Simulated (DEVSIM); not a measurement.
System: Co/Si3N4/p-GaAs capacitor, at 300 K.

```tsv
layer (left to right)	material	thickness (nm)	Na (cm⁻³)
1	Si3N4	5.60	-
2	GaAs	2500	6.9e16
```

Metal gate on the left, work function 5 eV. Fixed charge at the semiconductor interface 0 cm⁻² (in units of +e); interface traps 8.7e10 cm⁻² eV⁻¹, uniform in energy, neutral level at 0.5 of the gap above the valence band.

Constants are typed, rounded textbook-type inputs, not results; the design itself was drawn at random and stands for no fabricated device. Values at 300 K.

```tsv
parameter	Si3N4	GaAs
gap (eV)	5.1	1.424
affinity (eV)	2.1	4.07
permittivity	7.5	12.9
Nc (cm⁻³)	-	4.7e17
Nv (cm⁻³)	-	9e18
```

Model (solved in DEVSIM): 1D Poisson equation in equilibrium, Boltzmann statistics, complete ionisation; no quantum confinement or tunnelling. Metal contacts follow the ideal Schottky-Mott rule: no Fermi-level pinning, no interface dipoles.

Q: Tabulate band edges, carrier densities and field at 0.6 V on the gate.

A: Energies count from the Fermi level of the right contact; mesh points crowd at the junctions.

```csv
x (μm),Ec (eV),Ev (eV),n (cm⁻³),p (cm⁻³),field (V/cm)
0.000,2.300,-2.800,< 1e2,< 1e2,220000
0.001088,2.324,-2.776,< 1e2,< 1e2,220000
0.002760,2.361,-2.739,< 1e2,< 1e2,220000
0.004424,2.398,-2.702,< 1e2,< 1e2,220000
0.005814,0.457,-0.967,9.9e9,510,130000
0.007336,0.476,-0.948,4.8e9,1100,120000
0.01054,0.515,-0.909,1.0e9,4900,120000
0.02074,0.634,-0.790,1.1e7,470000,110000
0.03878,0.818,-0.606,8400,6.0e8,94000
0.07679,1.105,-0.319,< 1e2,3.9e13,57000
0.1568,1.294,-0.130,< 1e2,5.8e16,2700
0.4114,1.298,-0.126,< 1e2,6.9e16,≈ 0
0.8619,1.298,-0.126,< 1e2,6.9e16,≈ 0
1.615,1.298,-0.126,< 1e2,6.9e16,≈ 0
2.173,1.298,-0.126,< 1e2,6.9e16,≈ 0
2.348,1.298,-0.126,< 1e2,6.9e16,≈ 0
2.432,1.298,-0.126,< 1e2,6.9e16,≈ 0
2.471,1.298,-0.126,< 1e2,6.9e16,≈ 0
2.493,1.298,-0.126,< 1e2,6.9e16,≈ 0
2.500,1.298,-0.126,< 1e2,6.9e16,≈ 0
2.504,1.298,-0.126,< 1e2,6.9e16,≈ 0
2.506,1.298,-0.126,< 1e2,6.9e16,≈ 0
```
